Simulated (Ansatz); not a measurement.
Take Si₃N₄ (space group Fd-3m, No. 227) as the base.

```xyz
14
Lattice="0.0000 3.8718 3.8718 3.8718 0.0000 3.8718 3.8718 3.8718 0.0000" Properties=species:S:1:pos:R:3 pbc="T T T"
Si     4.8398     4.8398     4.8398
Si     4.8398     2.9039     2.9039
Si     2.9039     4.8398     2.9039
Si     2.9039     2.9039     4.8398
Si     1.9359     1.9359     1.9359
Si     0.0000     0.0000     0.0000
N      6.7180     6.7180     6.7180
N      6.7180     4.8975     4.8975
N      4.8975     6.7180     4.8975
N      4.8975     4.8975     6.7180
N      2.9616     2.9616     2.9616
N      2.9616     4.7821     4.7821
N      4.7821     2.9616     4.7821
N      4.7821     4.7821     2.9616
```

Computed with PBEsol (Ansatz, a program for electronic structure), no SOC.

One change was made to it. Results:

| quantity | base | after |
|---|---|---|
| width of the top valence band | 0.77 eV | 0.78 eV |
| band gap | 3.29 eV | 3.30 eV |
| lattice parameter a | 7.744 Å | 7.738 Å |
| electron mass (degenerate bands, along [100]) | 0.33, 0.33, 0.59 mₑ (at Γ) | 0.33, 0.33, 0.59 mₑ (at Γ) |

Q: Which change produced these results?
A) pressure 7.5 GPa
B) pressure 5 GPa
C) pressure 0.7 GPa
D) pressure −2 GPa

A: C, pressure 0.7 GPa. For comparison, the lattice parameter a in the other runs: pressure −2 GPa gives 7.761 Å; pressure 7.5 GPa gives 7.684 Å; pressure 5 GPa gives 7.703 Å.

Load acts through the strain it causes; cell and atoms are relaxed under it. Effective masses come from finite differences of ±0.01 Å⁻¹. Stability against distortions was not tested. Competing high-pressure phases were not computed.
